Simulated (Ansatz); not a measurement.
Consider GaIr in the CsCl type structure (space group Pm-3m, No. 221; a = 3.020 Å).

Levels (all Ansatz, a first-principles code, PAW): PBEsol (420 eV, no spin-orbit coupling); PBEsol+SOC (420 eV, spin-orbit coupling included).

The geometry is relaxed with PBEsol.

| Property | Value |
|---|---|
| PBEsol pressure | 0.0 GPa |

**Question.** How does going to PBEsol+SOC change the pressure?

**Answer.** The pressure goes from zero to 0.4 GPa.

Single points use the geometry relaxed with PBEsol. Differences between runs with and without spin-orbit coupling are approximate. Whether these cells are dynamically stable was not tested. The runs without spin-orbit coupling are not spin-polarised.
